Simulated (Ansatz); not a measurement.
Habitual settings against a tight run: LaAl₅Ni₂ (Immm, 8 atoms in the cell)

Self-consistent single point.

```
LaAl5Ni2
1.0
   -2.00267     3.50780     4.82639
    2.00267    -3.50780     4.82639
    2.00267     3.50780    -4.82639
La Al Ni
1 5 2
Cartesian
  0.00000   0.00000   0.00000
  0.00000   3.50780   0.00000
  0.00000   1.32328   6.37779
  2.00267   2.18452  -1.55140
  2.00267   2.18452   1.55140
  0.00000   1.32328   3.27500
  0.00000   3.50780   2.27536
  2.00267   0.00000   2.55104
```

Method: PBEsol, PAW files made with PBE (plane waves; Ansatz, a first-principles code).

Base settings: basis.ecutwfc = 420 eV; kpoints.mp_grid.grid = 7 7 7; hamiltonian.xc = pbesol; hamiltonian.pseudopotentials = {kind: paw} (the program's default PAW files); scf.occupations.method = cold; scf.occupations.width = 0.136 eV.

Tight run (finer mesh or higher cutoff; not a proven limit): basis.ecutwfc: 420 eV → 590 eV; kpoints.mp_grid.grid: 7 7 7 → 10 10 10; scf.convergence.dr2_threshold: default (1e-07 eV) → 1e-09 eV. It gave Fermi level (on the code's own zero) 10.39 eV; pressure -1.06 GPa; largest force (vector length) 0.107 eV/Å.

Quick runs, as changes from the base:
- A: the base itself
- B: basis.ecutwfc: 420 eV → 250 eV; kpoints.mp_grid.grid: 7 7 7 → 3 3 3; scf.occupations.width: 0.136 eV → 0.5 eV; kpoints.mp_grid.shift: default → 0.5 0.5 0.5
- C: basis.ecutwfc: 420 eV → 295 eV; kpoints.mp_grid.grid: 7 7 7 → 8 8 8; scf.occupations.width: 0.136 eV → 0.272 eV
- D: basis.ecutwfc: 420 eV → 295 eV; kpoints.mp_grid.grid: 7 7 7 → 4 4 4; scf.convergence.dr2_threshold: default (1e-07 eV) → 0.001 eV
- E: basis.ecutwfc: 420 eV → 210 eV; kpoints.mp_grid.grid: 7 7 7 → 4 4 4
- F: basis.ecutwfc: 420 eV → 335 eV; kpoints.mp_grid.grid: 7 7 7 → 6 6 6; hamiltonian.xc: pbesol → lda; kpoints.mp_grid.shift: default → 0.5 0.5 0.5 [LDA (PW92)]

Energies are extrapolated to zero smearing width, which holds to low order in the width alone.

Dashes: energy of F, another energy zero.

† marks runs with another functional, U, potentials or spin treatment: their distance from the tight run is not a convergence error alone.

The count of work is k-points × plane waves × bands × iterations; it is no time. 

Pressures in the table are Ansatz's without its Pulay estimate, at a fixed set of plane waves; the tight run's value above holds the estimate.

The starting cell comes from a database of computed structures (which also holds hypothetical and non-ambient phases and stackings), without a prior relaxation at this level. Its lattice was rescaled by a random factor within 2.5 % of one. Spin polarisation is off.

| run | energy less tight (meV/atom) | pressure less tight (GPa) | largest miss in a force vector (eV/Å) | count of work / tight |
|---|---|---|---|---|
| A | 0.6 | -0.02 | 0.016 | 0.18 |
| B | 801.1 | -43.24 | 0.092 | 0.0096 |
| C | 135.4 | -10.12 | 0.055 | 0.16 |
| D | 140.8 | -10.14 | 0.060 | 0.024 |
| E | 3153.0 | -138.96 | 0.250 | 0.018 |
| F† | – | -5.18 | 0.118 | 0.092 |

Among the runs at the tight run's level, the energy misses run from 0.6 to 3153.0 meV/atom.

Keys are those of Ansatz 0.2.
